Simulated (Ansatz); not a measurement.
Consider Gd in the hcp (Mg type) structure (space group P6_3/mmc, No. 194; a = 3.569 Å, c = 5.701 Å; ferromagnetic; relaxed with 0.1 eV smearing). Axes: x lies along a and z along c of the hexagonal cell.

All numbers come from PBEsol (Ansatz, a first-principles code, PAW, without spin-orbit coupling).

Base values:

```
Property                     Value
-------------------  -------------
Largest site moment        7.29 μB
Magnetic state       ferromagnetic
```

Modification: a pure shear with ε_yz = ε_zy = 0.0239; the atoms relax in the strained cell.

Q: What happens to the largest site moment, stress, energy relative to the base and magnetic state?

A: The largest site moment stays essentially unchanged (7.29 μB against 7.26 μB); the stress (xx, yy, zz, yz, xz, xy; compression positive) is (0.0, -0.1, 0.1, -1.0, 0.0, 0.0) GPa; the energy grows by 4.8 meV/atom; the magnetic state remains ferromagnetic.

The magnetic state is the one reached from the starting moments; the real material's order can differ, and small cells can't hold many antiferromagnetic ones. The state of the 4f shell was not checked for lower solutions. No phonon test of stability was made.
